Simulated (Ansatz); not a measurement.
The parent structure is FeNi₃ in the Cu3Au type structure (space group Pm-3m, No. 221; a = 3.5143 Å; ferromagnetic; relaxed with 0.1 eV smearing). Axes: x, y, z lie along the cube axes.

Computed with r2SCAN, PAW, 500 eV (Ansatz, a program for electronic structure; no SOC).

Strains are applied to the cell and any free atomic positions relax; under biaxial strain the out-of-plane vector relaxes too.

One change was made to it. Results:

| quantity | base | after |
|---|---|---|
| energy relative to the base (free energy F) | 0 meV/atom | +1.1 meV/atom |
| magnetic state | ferromagnetic | ferromagnetic |
| pressure (mean of the normal stresses, compression positive) | 0.0 GPa | 2.2 GPa |

Task: Which of these changes matches the shifts?
A. biaxial strain −1.63 %, plane normal [001], relaxed out of plane
B. uniaxial strain ε_yy = −1.01 %
C. isotropic strain −3.48 %

Result: B, uniaxial strain ε_yy = −1.01 %. For comparison, the energy relative to the base in the other runs: isotropic strain −3.48 % gives +89 meV/atom; biaxial strain −1.63 %, plane normal [001], relaxed out of plane gives +5.4 meV/atom.

The magnetic state is the one reached from the starting moments; the real material's order can differ, and small cells can't hold many antiferromagnetic ones. Whether these cells are dynamically stable was not tested.
